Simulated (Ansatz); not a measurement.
The reference is Nb in the bcc (W type) structure (space group Im-3m, No. 229; relaxed with 0.1 eV smearing).

```xyz
1
Lattice="-1.6522 1.6522 1.6522 1.6522 -1.6522 1.6522 1.6522 1.6522 -1.6522" Properties=species:S:1:pos:R:3 pbc="T T T"
Nb     0.0000     0.0000     0.0000
```

Cartesian axes are those of the cell as printed.

All numbers come from r2SCAN (Ansatz, an electronic-structure program, PAW, no spin-orbit coupling).

Now apply this change: a pure shear with ε_yz = ε_zy = -0.0214; the atoms relax in the strained cell.

Question: Predict the stress tensor and what it implies for the stiffness.

Answer: Stress of the strained cell less that of the base (GPa, compression positive):
```
    0.3     0.0     0.0
    0.0     0.0     0.4
    0.0     0.4     0.0
```

Then −Δσ/γ with γ = 2ε = -0.0428 gives secant stiffness values (nonlinear terms included at this strain): C44 ≈ 9.9 GPa.

No phonon test of stability was made. All final runs are without spin polarisation.
